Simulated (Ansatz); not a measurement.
Functionals compared on H on the 1x1 (0001) surface of corundum (cut with top plane Al), one in a 1x1 cell, started at the site 'top Al', in Ansatz (plane waves, PAW). The structure was relaxed with PBE; the other rows are single points on it, each with its references at the same level. Cutoff 420 eV (500 eV for r2SCAN). The points keep PBE's geometry, so the relaxation of a polaron and the settling of charge on one site are left out. HSE06 used the coarser mesh 4x4x1.

Host crystal: corundum, with a band gap (PBE, scalar-relativistic without spin-orbit coupling).

Slab: 21 atoms, 6.7 Å thick at the start under the adsorbate (thin: gaps and levels are the slab's own); k 6x6x1, smearing 0.01 eV, dipole-corrected; 9 atoms held, the rest relaxed; start symmetry kept, larger cells not searched; spin-polarised, ending with about 1.0 μB a cell, a value that depends on the mesh; orders that need a larger cell were not tried, no spin-orbit, no U, no dispersion correction. Its gap by band count is narrow, 0.05 eV on this mesh, and the smearing reaches across it. It is one chosen start, not shown to be the lowest state of the adsorbate. These notes are the PBE run's. RPBE: The program's check for a lower electronic state was not made. r2SCAN: The program's check for a lower electronic state was not made. HSE06: The program's check for a lower electronic state was not made. Adsorption energies are against ½ H2(g). A negative adsorption energy means that the adsorbate is more stable on the surface than in its reference.

```csv
functional,adsorption energy (eV)
PBE,1.93
RPBE,1.95
r2SCAN,___
HSE06,2.51
```

Task: Fill in the missing entries.

Result: 
- r2SCAN, adsorption energy (eV): 2.08

Ansatz is a first-principles code.
